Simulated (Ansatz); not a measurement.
Bond-angle distributions (per cent of the angles at each element, bins of 10°) of a relaxed model of amorphous silicon oxynitride (Si$_{24}$O$_{36}$N$_{8}$) at 2.63 g/cm³. Calculation: PBE, scalar-relativistic without spin-orbit coupling (plane waves to 420 eV, PAW; Ansatz, an electronic-structure program).

It comes from a melt-quench run on a machine-learned potential (CHGNet), relaxed afterwards by DFT. O and N atoms were pushed apart under 1.9 Å during the dynamics, to hinder bonds among them. The hot cell started wider than the set density and was brought back towards it in steps. It is the lowest in DFT energy of 2 quenches. It is a model cell: composition and starting density were chosen by hand, and all elements were melted together. No dispersion term was used. Its density started from a set value of 2.77 and ended at 2.63 g/cm³. The simulated quench (nominally 150 K/ps over its main leg) is rapid and tends to freeze in more defects than a deposited or slowly cooled glass has. One small periodic cell is one sample of the glass; other quenches scatter about these values. The volume was free in the relaxation, at fixed shape. Stress components on the final sampling reach 3.1 GPa.

Bonds are counted up to Si-Si 2.60 Å, Si-O 1.90 Å, Si-N 2.02 Å, O-O 1.58 Å, O-N 1.64 Å, N-N 1.70 Å. Two cations that share two anions don't count as bonded, nor two that share one unless they lie closer than Si-Si 2.38 Å.

| angle (°) | at Si | at O |
|---|---|---|
| 50-60 | 0 | 0 |
| 60-70 | 0 | 0 |
| 70-80 | 0 | 0 |
| 80-90 | 2 | 0 |
| 90-100 | 2 | 3 |
| 100-110 | 53 | 0 |
| 110-120 | 38 | 8 |
| 120-130 | 5 | 36 |
| 130-140 | 0 | 19 |
| 140-150 | 0 | 11 |
| 150-160 | 0 | 11 |
| 160-170 | 0 | 8 |
| 170-180 | 0 | 3 |

They go with these counts of neighbours within the cut-offs, cation contacts included: Si mean 4.0, most often 4; O mean 2.0, most often 2.
